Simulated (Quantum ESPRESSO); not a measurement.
Input and output of a self-consistent single point for TlBi2 (P1, 3 atoms in the cell) (Quantum ESPRESSO).

Computed with LDA (PW92), PseudoDojo standard norm-conserving (LDA) pseudopotentials (plane waves; Quantum ESPRESSO).

The change in words: atoms moved at random. Reference geometry:
```
TlBi2
1.0
    5.70866     0.00000     0.00000
   -2.85433     4.94384     0.00000
    0.00000     0.00000     3.39376
Tl Bi
1 2
Direct
  0.00000   0.00000   0.00000
  0.66667   0.33333   0.50000
  0.33333   0.66667   0.50000
```

Reference input (self-consistent single point, DFT, LDA (PW92), plane waves, PseudoDojo standard norm-conserving (LDA) pseudopotentials): ecutwfc = 70 Ry; occupations = smearing; smearing = gaussian; degauss = 0.0099958 Ry; potentials = {Tl: Tl.upf, Bi: Bi.upf}; K_POINTS = automatic 6 6 8 0 0 0; conv_thr = 1e-10 Ry; mixing_beta = 0.7. This run's input differs from it in these lines:

```diff
@@ -25,5 +25,5 @@
 ATOMIC_POSITIONS crystal
-Tl    0.000000000    0.000000000    0.000000000
-Bi    0.666666667    0.333333333    0.500000000
-Bi    0.333333333    0.666666667    0.500000000
+Tl   -0.007889000   -0.007886000   -0.000499000
+Bi    0.673959000    0.337858000    0.489902000
+Bi    0.333930000    0.670028000    0.510597000
 K_POINTS automatic
@@ -31,4 +31,4 @@
 CELL_PARAMETERS angstrom
-   5.708660242     0.000000000     0.000000000
-  -2.854330121     4.943844791     0.000000000
+   5.708660000     0.000000000     0.000000000
+  -2.854330000     4.943845000     0.000000000
    0.000000000     0.000000000     3.393760000
```

The program printed (abridged):

```
     Self-consistent Calculation

     iteration #  1     ecut=    70.00 Ry     beta= 0.70

     Threshold (ethr) on eigenvalues was too large:
     Diagonalizing with lowered threshold

     total energy              =    -448.04383890 Ry
     estimated scf accuracy    <       0.00805637 Ry

     iteration #  2     ecut=    70.00 Ry     beta= 0.70

     total energy              =    -448.04546987 Ry
     estimated scf accuracy    <       0.00158439 Ry

     iteration #  3     ecut=    70.00 Ry     beta= 0.70

     total energy              =    -448.04587823 Ry
     estimated scf accuracy    <       0.00023380 Ry

   [... 5 blocks of this kind left out ...]

     iteration #  9     ecut=    70.00 Ry     beta= 0.70

     total energy              =    -448.04593844 Ry
     estimated scf accuracy    <          1.7E-10 Ry

     iteration # 10     ecut=    70.00 Ry     beta= 0.70
     End of self-consistent calculation

     Number of k-points >= 100: set verbosity='high' to print the bands.

     the Fermi energy is    10.5434 ev

!    total energy              =    -448.04593844 Ry
     estimated scf accuracy    <          6.5E-12 Ry
     smearing contrib. (-TS)   =      -0.00121989 Ry
     internal energy E=F+TS    =    -448.04471855 Ry

     convergence has been achieved in  10 iterations

     Forces acting on atoms (cartesian axes, Ry/au):

     atom    1 type  1   force =     0.00130495    0.00240517    0.00003391
     atom    2 type  2   force =    -0.00329825   -0.00174214    0.00078961
     atom    3 type  2   force =     0.00199330   -0.00066302   -0.00082351

     Total force =     0.005207     Total SCF correction =     0.000012

          total   stress  (Ry/bohr**3)                   (kbar)     P=      -33.03
  -0.00021766   0.00000724   0.00000024          -32.02        1.07        0.04
   0.00000724  -0.00021932   0.00000001            1.07      -32.26        0.00
   0.00000024   0.00000001  -0.00023652            0.04        0.00      -34.79

   JOB DONE.
```

The run converged in 10 iterations. Against the reference run the free energy rises by 1.5 meV/atom, the pressure moves little (-3.33 to -3.30 GPa) and the largest force goes from 0.000 to 0.098 eV/Å.

The starting cell comes from a database of computed structures (which also holds hypothetical and non-ambient phases and stackings), without a prior relaxation at this level. For this run, on top of that: atoms moved at random. With a pressure of about -3 GPa the cell is away from its equilibrium volume at this level.

Cost on one core of a shared machine: roughly 10 min.
